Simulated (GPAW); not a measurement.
Band structure of GaBi (F-43m, 2 atoms in the cell).

```yaml
crystal:
  lattice:
    - [0.00000, 3.18267, 3.18267]
    - [3.18267, 0.00000, 3.18267]
    - [3.18267, 3.18267, 0.00000]
  atoms:
    - { symbol: Ga, position: [0.25000, 0.25000, 0.25000] }
    - { symbol: Bi, position: [0.00000, 0.00000, 0.00000] }
```

Method: LDA (Perdew-Wang 92), GPAW PAW datasets LDA (gpaw-data 1.0.1) (plane waves; GPAW).

Settings: mode = pw; ecut = 600 eV; xc = LDA; kpts = 12 12 12; mesh shift (steps) = 0 0 0; occupations.name = methfessel-paxton; occupations.width = 0.2 eV; occupations.order = 0; nbands = -8; convergence.forces = 0.001 eV/Å; symmetry.symmorphic = false; symmetry.tolerance = 0.0005; maxiter = 120; bandpath_npoints = 40.

The starting cell comes from a database of computed structures (which also holds hypothetical and non-ambient phases and stackings), without a prior relaxation at this level. Spin-orbit coupling is off.

Levels in eV from the Fermi level, bands 6 to 13:
```tsv
point	6	7	8	9	10	11	12	13
Γ	-12.09	-1.80	0.13	0.13	0.13	2.82	2.82	2.82
X	-10.53	-6.54	-2.30	-2.30	0.94	1.11	8.11	8.11
W	-10.52	-6.42	-3.02	-2.77	3.41	3.63	4.35	4.70
K	-10.57	-6.40	-3.24	-1.94	1.28	3.61	5.97	6.52
L	-10.99	-6.20	-0.97	-0.97	-0.29	3.82	3.82	6.04
U	-10.57	-6.40	-3.24	-1.94	1.28	3.61	5.97	6.52
```

Bands cross the Fermi level along this path, so the cell is metallic at this level.
